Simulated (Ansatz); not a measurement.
**Ta2N: pressure series**

Start from Ta₂N in the anti-CdI2 type structure (space group P-3m1, No. 164; a = 3.067 Å, c = 4.884 Å).

Cell and atoms are relaxed at each pressure.

Computed with r2SCAN+rVV10 in Ansatz (plane waves to 500 eV, PAW, no SOC).

```tsv
change	shortest interatomic distance	density
base	2.171 Å	15.69 g/cm³
pressure −2 GPa	2.175 Å	15.58 g/cm³
pressure −1 GPa	2.173 Å	15.64 g/cm³
pressure 0.9 GPa	2.169 Å	15.74 g/cm³
pressure 2.1 GPa	2.166 Å	15.80 g/cm³
pressure 4.5 GPa	2.162 Å	15.92 g/cm³
pressure 9 GPa	2.153 Å	16.14 g/cm³
pressure 15 GPa	2.143 Å	16.43 g/cm³
pressure 22.5 GPa	2.131 Å	16.76 g/cm³
pressure 30 GPa	2.119 Å	17.07 g/cm³
```

Load acts through the strain it causes; cell and atoms are relaxed under it. No phonon test of stability was made. No other phases were tried under pressure. The final runs are not spin-polarised. An odd electron count without spin: Ta2N.

Ansatz is a first-principles code.
